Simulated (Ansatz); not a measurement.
Take Sc (space group P6_222, No. 180; a cell from a computed database, its experimental status unchecked; relaxed with 0.1 eV smearing) as the base.

```
CELL_PARAMETERS angstrom
      3.20410     0.00000     0.00000
     -1.60205     2.77483     0.00000
      0.00000     0.00000     8.02517
ATOMIC_POSITIONS crystal
  Sc 0.50000 0.00000 0.00000
  Sc 0.50000 0.50000 0.33333
  Sc 0.00000 0.50000 0.66667
```

Cartesian axes are those of the cell as printed.

Computed with PBEsol in Ansatz (plane waves to 420 eV, PAW, spin-orbit coupling left out).

Now apply this change: uniaxial strain ε_zz = +1.55 %, all other strain components held at zero, atoms relaxed at fixed cell.

Question: Predict the stress tensor and what it implies for the stiffness.

Answer: Stress of the strained cell less that of the base (GPa, compression positive):
```
   -0.4     0.0     0.0
    0.0    -0.4     0.0
    0.0     0.0    -1.4
```

Then −Δσ_ii/ε with ε = 0.0155 gives secant stiffness values (nonlinear terms included at this strain): C33 ≈ 93 GPa, C13 ≈ 27 GPa and C23 ≈ 27 GPa.

Stability against distortions was not tested. All final runs are without spin polarisation. Sc has a high density of states at the Fermi level and may be magnetic at this level. This is not the structure that Sc has at room temperature and ambient pressure.

Ansatz is an electronic-structure program.
